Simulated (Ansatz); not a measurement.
L1₀ (CuAu-type) CuAu, treated with r²SCAN+SOC in Ansatz (plane waves, PAW).

Settings: plane-wave cutoff 560 eV, 20×20×16 k mesh (along the axes of the cell as run), Fermi–Dirac smearing 0.05 eV, PAW data made under PBE.

Computed at the level's own relaxed cell.

Q: Give the computed lattice parameter a (two-atom tetragonal cell), bulk modulus B0, pressure derivative B′ of the bulk modulus, equilibrium volume per atom and c axis length (two-atom tetragonal cell).

A: 
- lattice parameter a (two-atom tetragonal cell): 2.827 Å
- bulk modulus B0: 161 GPa
- pressure derivative B′ of the bulk modulus: 5.4
- equilibrium volume per atom: 14.44 Å³/atom
- c axis length (two-atom tetragonal cell): 3.614 Å

The run finds no gap.

Measured, for comparison: lattice constant a 2.8 Å (temperature not stated, no zero-point or thermal correction; as tabulated in Nepal et al. (2019), arXiv:1905.09348); lattice parameter c 3.67 Å (temperature not stated, no zero-point or thermal correction; as tabulated in Mehl et al. (2016), arXiv:1607.02532). Computed (rounded) less measured: lattice constant a +1.0 %, lattice parameter c -1.5 %. A static lattice is as a rule a little smaller and stiffer than an uncorrected measurement, which narrows the difference in the lattice parameter c and would widen misses of the other sign.

Note: the bulk modulus comes from volumes at which shape and atoms were relaxed.

The computed numbers hold no vibrational or temperature effects.

Ansatz is an electronic-structure program.
